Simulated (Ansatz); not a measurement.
We look at the formation energy of Pd_Ru in Ru (hcp, P6₃/mmc). Reaction: 63 Ru (hcp) + Pd (fcc) → cell A.

Cell A: a supercell of 64 sites of Ru (hcp, P6₃/mmc) with Pd on a Ru site (12 Ru at 2.69–2.74 Å); spin state with PBE: run without spin, k-point mesh 4×4×4.
```xyz
64
Lattice="10.8877 0.0000 0.0000 -5.4439 9.4291 0.0000 0.0000 0.0000 8.5878" Properties=species:S:1:pos:R:3 pbc="T T T"
Ru     0.0005    -0.0003     0.0000
Ru    -0.0019     1.5675     2.1459
Ru    -0.0007     0.0004     4.2939
Ru    -0.0019     1.5675     6.4419
Ru    -1.3626     2.3563     0.0000
Ru    -1.3654     3.9292     2.1459
Ru    -1.3623     2.3565     4.2939
Ru    -1.3654     3.9292     6.4419
Ru    -2.7219     4.7151     0.0000
Ru    -2.7219     6.2872     2.1446
Ru    -2.7219     4.7137     4.2939
Ru    -2.7219     6.2872     6.4432
Ru    -4.0850     7.0706     0.0000
Ru    -4.0819     8.6427     2.1446
Ru    -4.0812     7.0728     4.2939
Ru    -4.0819     8.6427     6.4432
Ru     2.7219     0.0024     0.0000
Ru     2.7219     1.5717     2.1480
Ru     2.7219    -0.0020     4.2939
Ru     2.7219     1.5717     6.4399
Ru     1.3582     2.3525     0.0000
Ru     1.3516     3.9234     2.1191
Ru     1.3479     2.3430     4.2939
Ru     1.3516     3.9234     6.4688
Ru    -0.0055     4.7146     0.0000
Ru     0.0002     6.2859     2.1480
Ru    -0.0189     4.7103     4.2939
Ru     0.0002     6.2859     6.4399
Ru    -1.3589     7.0706     0.0000
Ru    -1.3619     8.6427     2.1446
Ru    -1.3627     7.0728     4.2939
Ru    -1.3619     8.6427     6.4432
Ru     5.4434    -0.0003     0.0000
Ru     5.4458     1.5675     2.1459
Ru     5.4446     0.0004     4.2939
Ru     5.4458     1.5675     6.4419
Ru     4.0856     2.3525     0.0000
Ru     4.0923     3.9234     2.1191
Ru     4.0960     2.3430     4.2939
Ru     4.0923     3.9234     6.4688
Ru     2.7219     4.7145     0.0000
Ru     2.7219     6.2969     2.1191
Pd     2.7219     4.7145     4.2939
Ru     2.7219     6.2969     6.4688
Ru     1.3582     7.0766     0.0000
Ru     1.3584     8.6470     2.1459
Ru     1.3552     7.0903     4.2939
Ru     1.3584     8.6470     6.4419
Ru     8.1658     0.0019     0.0000
Ru     8.1658     1.5715     2.1483
Ru     8.1658     0.0016     4.2939
Ru     8.1658     1.5715     6.4395
Ru     6.8065     2.3563     0.0000
Ru     6.8093     3.9292     2.1459
Ru     6.8062     2.3565     4.2939
Ru     6.8093     3.9292     6.4419
Ru     5.4494     4.7146     0.0000
Ru     5.4437     6.2859     2.1480
Ru     5.4628     4.7103     4.2939
Ru     5.4437     6.2859     6.4399
Ru     4.0857     7.0766     0.0000
Ru     4.0855     8.6470     2.1459
Ru     4.0887     7.0903     4.2939
Ru     4.0855     8.6470     6.4419
```

Reference: Ru (hcp, P6₃/mmc), 64 atoms in the cell, the relaxed perfect crystal repeated, atoms not moved again; spin state with PBE: run without spin, k-point mesh 4×4×4 on the run's own vectors.

Reference: Pd (fcc, Fm-3m), 1 atom in the cell, k-point mesh 26×26×26 on the run's own vectors. Conventional cell: a = b = c = 3.946 Å, α = β = γ = 90.00°.

Computed with Ansatz (plane waves, PAW), its default PAW set, cutoff 420 eV. The structures are at rest with PBE, within the held lattices. Neutral cells; Fermi-Dirac smearing of at most 0.10 eV in the solids, energies taken to zero width. Larger cells are relaxed from a start prepared with the learned potential CHGNet, on a coarser mesh till forces fall under 0.03 eV/Å, which some starts already meet. A dispersion term (D3(BJ), or D4 for r2SCAN) was computed beside these levels and is taken off wherever the name lacks it. Space groups of crystals are read within 0.01 Å. Static lattices, no vibrational contributions. No structure search was made; lower ones may exist. Values are for these cell sizes. Mesh and cell size may move defect energies by 0.1 eV or more. Cell A has symmetry P-6m2 within 0.02 Å and got no random move, so less symmetric positions, which may lie lower, weren't tried.

Predict the value from PBE.

0.63 eV, for 63 Ru (hcp) + Pd (fcc) → cell A.

Ansatz is a program for electronic structure.
